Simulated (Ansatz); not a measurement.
**Worked example: self-consistent single point of the (111) slab of LuH2 (cut from a parent of space group no. 225; 9 atoms in the cell) in Ansatz (a first-principles code)**

Method: PBEsol, default PAW files made with PBE (plane waves; Ansatz).

Input as run:

Ansatz 0.2 input:
```yaml
crystal:
  lattice:
    - [3.53847400, 0.00000000, 0.00000000]
    - [1.76923700, 3.06440800, 0.00000000]
    - [0.00000000, 0.00000000, 21.22291700]
  atoms:
    - { symbol: H, position: [0.33333300, 0.33333300, 0.32983200] }
    - { symbol: H, position: [0.00000000, 0.00000000, 0.39790000] }
    - { symbol: H, position: [0.66666700, 0.66666700, 0.46596800] }
    - { symbol: H, position: [0.33333300, 0.33333300, 0.53403600] }
    - { symbol: H, position: [0.00000000, 0.00000000, 0.60210000] }
    - { symbol: H, position: [0.66666700, 0.66666700, 0.67016800] }
    - { symbol: Lu, position: [0.66666700, 0.66666700, 0.36386600] }
    - { symbol: Lu, position: [0.00000000, 0.00000000, 0.50000200] }
    - { symbol: Lu, position: [0.33333300, 0.33333300, 0.63613400] }
basis:
  ecutwfc: 420.0 eV
kpoints:
  mp_grid:
    grid: [10, 10, 1]
hamiltonian:
  xc: pbesol
  pseudopotentials:
    kind: paw
scf:
  occupations:
    method: gaussian
    width: 0.1 eV
output:
  forces: true
  eigenvalues: true
  stress: true
```

The program printed (abridged):

```
WARN the atoms were moved onto the symmetric positions of the space group found under crystal.symmetry.tolerance 1.0e-5 (fractional …
WARN ansatz: RAYON_NUM_THREADS=1 ignored (pool sized by the plan → 1); use --threads N
Pseudopotentials: kind: paw
Pseudopotential: H, paw, valence charge 1
Pseudopotential: Lu, paw, valence charge 25
Crystal: 9 atoms, lattice volume = 230.127 Å³
Basis set: ecut = 420 eV, 4457 PW (Γ), exchange–correlation on 48×48×288 points (8 copies of the dense FFT grid, shifted against one another)
Bands: 50, of which v1, the nominal top of the filled ones, is band 41 counted from 1 (40 counted from 0)
Symmetry: 12 space group operations
Space group: P-3m1 (ITA 164), of the structure as read, at distance tolerance 6.1e-5 Å
k-points: 14 of 100
PAW frozen core: Lu, regenerated for the run's functional, and the local potential with it
Initial density: superposition of atomic densities (neutral atoms: chi_scale 0, normalization atom), corrected by the library's trained network
Initial wavefunctions: pseudopotential atomic-orbital guess
Eigensolver: davidson
Functional: x = pbesol(κ = 0.804, μ = 0.12345679012345678), c = pbesol(β = 0.046)
SCF iter   1: F=—  HF=-43933.342170 eV  |F-HF|=—  |Δ(HF+E_count)|=         —  Δρ=5.41e-3  dr2=7.44e-2  ethr=1.77e-3  ⟨swp⟩=8.9  Hψ=3366  notcnv=0
all-band conjugate gradients solve this SCF's bands
preconditioner: auto → LDOS
SCF iter   2: F=—  HF=-43933.325687 eV  |F-HF|=—  |Δ(HF+E_count)|=   1.65e-2  Δρ=2.11e-3  dr2=3.42e-2  ethr=9.18e-5  ⟨swp⟩=2.8  Hψ=1577  notcnv=0  defer=52
SCF iter   3: F=—  HF=-43933.322197 eV  |F-HF|=—  |Δ(HF+E_count)|=   3.49e-3  Δρ=1.21e-3  dr2=4.36e-3  ethr=4.23e-5  ⟨swp⟩=3.7  Hψ=1637  notcnv=0  defer=52
SCF iter   4: F=—  HF=-43933.319998 eV  |F-HF|=—  |Δ(HF+E_count)|=   2.20e-3  Δρ=3.78e-4  dr2=3.43e-4  ethr=5.39e-6  ⟨swp⟩=3.2  Hψ=1875  notcnv=0  defer=47
SCF iter   5: F=—  HF=-43933.319878 eV  |F-HF|=—  |Δ(HF+E_count)|=   1.21e-4  Δρ=1.16e-4  dr2=1.22e-4  ethr=4.23e-7  ⟨swp⟩=3.3  Hψ=1414  notcnv=0  defer=47
SCF iter   6: F=—  HF=-43933.319878 eV  |F-HF|=—  |Δ(HF+E_count)|=   7.71e-7  Δρ=4.32e-5  dr2=8.91e-6  ethr=1.51e-7  ⟨swp⟩=2.2  Hψ=1144  notcnv=0  defer=47
SCF iter   7: F=—  HF=-43933.320072 eV  |F-HF|=—  |Δ(HF+E_count)|=   1.94e-4  Δρ=2.04e-5  dr2=1.06e-6  ethr=1.10e-8  ⟨swp⟩=2.1  Hψ=1207  notcnv=0  defer=47
SCF iter   8: F=—  HF=-43933.320072 eV  |F-HF|=—  |Δ(HF+E_count)|=   2.19e-7  Δρ=1.04e-5  dr2=2.36e-7  ethr=1.30e-9  ⟨swp⟩=3.6  Hψ=1749  notcnv=0  defer=47
SCF iter   9: F=-43933.320072 eV  HF=-43933.320072 eV  |F-HF|=1.26e-8  |Δ(HF+E_count)|=   1.01e-7  Δρ=2.41e-6  dr2=1.35e-8  ethr=1.23e-10  ⟨swp⟩=16.8  Hψ=5035  notcnv=0
SCF 1 converged in 9 iterations: F = -43933.320072 eV  dr2 = 1.35e-8
SCF converged after 9 iterations
Free energy (F): -43933.320072 eV
Harris-Foulkes:  -43933.320072 eV  (|F-HF|=1.26e-8)
Internal energy: -43933.312954 eV  (E = F + TS)
E sigma→0 (E₀):  -43933.316513 eV
Entropy (-TS):   -0.007118 eV (-0.791 meV/atom)
Fermi energy:    3.898426 eV
--- Per-component energies (eV) ---
  E_band       = -790.413910
  E_kinetic    = 1342.107880
  E_local      = -92195.901971  (includes V_loc(G=0)·N_el)
  E_nonlocal   = 1750.627964
  E_hartree    = 44055.668748
  E_xc         = -705.230609
  E_vxc        = -845.266108  (∫ρ·V_xc dr)
  E_paw        = -21767.452847  (= ΣΔE_a)
  E_vpaw       = 1046.714042  (= ΣTr[D̂ρ^β])
  E_aug_tail   = -0.006713  (compensation charges beyond the density's cutoff)
  E_ewald      = 23583.298090
  E_core_change = 3.576503  (= ΣΔE_core)
  E_smearing   = -0.007118  (= −TS)
  E_closure    = -0.000000  (closes the sum)
  Σ components = -43933.320072   (vs F -43933.320072, Δ=0.00e0)
--- Forces (eV/Å), atoms counted from 1 ---
  atom   1  H     -0.00000000    -0.00000000    -0.34127531
  atom   2  H     -0.00000000     0.00000000    -0.14408571
  atom   3  H     -0.00000000    -0.00000000    -0.25564907
  atom   4  H      0.00000000     0.00000000     0.25564907
  atom   5  H      0.00000000     0.00000000     0.14408571
  atom   6  H      0.00000000     0.00000000     0.34127531
  atom   7  Lu     0.00000000     0.00000000     0.99599157
  atom   8  Lu     0.00000000     0.00000000     0.00000000
  atom   9  Lu    -0.00000000    -0.00000000    -0.99599157
  max |Σ_I F_I| component: 2.22e-16 eV/Å
--- Stress (GPa, compression-positive) ---
       -2.188417       0.000000      -0.000000
        0.000000      -2.188417       0.000000
       -0.000000       0.000000      -1.598865
  P = ⅓ Tr σ = -1.9919 GPa (-19.919 kbar)
  The stress holds the Pulay correction. Without it, at fixed plane waves, as pw.x and ABINIT print it: P = -2.0562 GPa
--- Band table (eV; the first three rows and the last of 14) ---
  k-point 0: bands = ["-52.5483", "-52.5481", "-52.2727", "-23.4502", "-23.3887", "-23.0563", "-23.0563", "-23.0543", "-23.0543", "-22.9737", "-22.8412", "-22.8412", "-5.1468", "-4.0967", "-3.1553", "-1.5823", "-1.5697", "-1.4322", "-1.3493", [...]
  k-point 1: bands = ["-52.5468", "-52.5466", "-52.2712", "-23.4410", "-23.3854", "-23.0962", "-23.0911", "-23.0640", "-23.0617", "-22.9664", "-22.8754", "-22.8485", "-4.9393", "-3.8929", "-2.9548", "-1.5784", "-1.5661", "-1.4336", "-1.3458", [...]
  k-point 2: bands = ["-52.5429", "-52.5428", "-52.2673", "-23.4169", "-23.3780", "-23.1931", "-23.1813", "-23.0843", "-23.0811", "-22.9629", "-22.9583", "-22.8674", "-4.3614", "-3.3342", "-2.4204", "-1.5652", "-1.5558", "-1.4361", "-1.3411", [...]
  k-point 13: bands = ["-52.5310", "-52.5310", "-52.2555", "-23.3571", "-23.3495", "-23.3448", "-23.3299", "-23.2707", "-23.2635", "-23.0942", "-23.0371", "-22.9481", "-1.8813", "-1.6164", "-1.5495", "-1.5113", "-1.4119", "-1.4092", "-1.3515", [...]
```

The run converged in 9 iterations.

The starting cell comes from a database of computed structures (which also holds hypothetical and non-ambient phases and stackings), without a prior relaxation at this level. The slab is cut from that crystal, and its faces are unrelaxed. Its lattice was rescaled by up to half a per cent. Spin-orbit coupling is off.
